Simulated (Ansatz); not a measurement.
# GaN: energy against strain

GaN (zinc blende, F-43m, 11.375 Å³/atom at rest) under an equal strain ε in the (001) plane with the normal axis free, as in a coherent film. r2SCAN in Ansatz, a plane-wave DFT program (PAW, default set), 500 eV, 13×13×13 Γ-centred mesh, Fermi-Dirac smearing 0.05 eV; ions are relaxed within the symmetry of each cell.

Here s stands for strain and y for E less E0.

| strain (%) | E less E0 (meV/atom) |
|---|---|
| -3.00 | ? |
| -1.50 | 4.53 |
| -1.00 | 1.99 |
| -0.50 | 0.49 |
| 0.00 | 0.00 |
| 0.50 | 0.48 |
| 1.00 | 1.90 |
| 1.50 | 4.21 |

The 7 complete rows are fitted with a parabola, y against s. Least squares gives y = 0.000 - 0.0821·s + 1.9424·s². Residuals (row less fit): 0.036, -0.034, -0.037, 0.000, 0.035, 0.040, -0.037; standard error 0.045 (degrees of freedom: 4). Twice the quadratic coefficient over the volume, 2 × 1.9424 meV × 10⁴ × 0.1602 / 11.375 Å³, is twice the biaxial elastic modulus of this plane = 547 ± 6 GPa.

Q: Predict the withheld y at s = -3.00 from the fit, and compare with the calculation.

A: y = 0.000 - 0.0821 × (-3.0) + 1.9424 × (-3.0)² = 17.728 meV/atom. The calculation gives 18.78 meV/atom, 1.052 meV/atom above the prediction (5.6 % of the range of y in the table). The row lies outside the fitted rows, so this is an extrapolation. From the scatter of the fitted rows alone, a prediction at this place has a standard error of 0.172 meV/atom, so the miss is 6.1 times that.

One order more, fitted to all 13 runs of the series, follows each within 0.01, so the miss is the next term of a smooth law. GaN is here a metastable form; wurtzite is the usual one. Rows are the converged runs of the series near zero and its far end; series whose fitted rows scatter by over a few per cent of the range, as at a crossing or softening among them, aren't shown in this form. Most that stay on the fit to the last digits aren't either.
